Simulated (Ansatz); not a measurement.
# CaO, response to strain

The parent structure is CaO in the rock salt structure (space group Fm-3m, No. 225; a = 4.8307 Å).

Strains are applied to the cell and any free atomic positions relax.

Computed with PBE (Ansatz, a program for electronic structure), no spin-orbit coupling.

Notes on the quantities. energy relative to the base: free energy F.

```csv
isotropic strain (%),energy relative to the base (meV/atom)
-2.38,25.7
-0.17,?
0,0.0
0.26,0.3
0.62,1.6
```

### Question
Fit ΔE = Aε² + Bε³ (ε in %) to the rows shown and predict the withheld row.

### Answer
Least squares on the printed values gives A = 4.24 and B = -0.12 meV/atom (largest residual 0.0 meV/atom); this predicts 0.1 meV/atom, and the run gives 0.1 meV/atom, in agreement.

Stability against distortions was not tested.
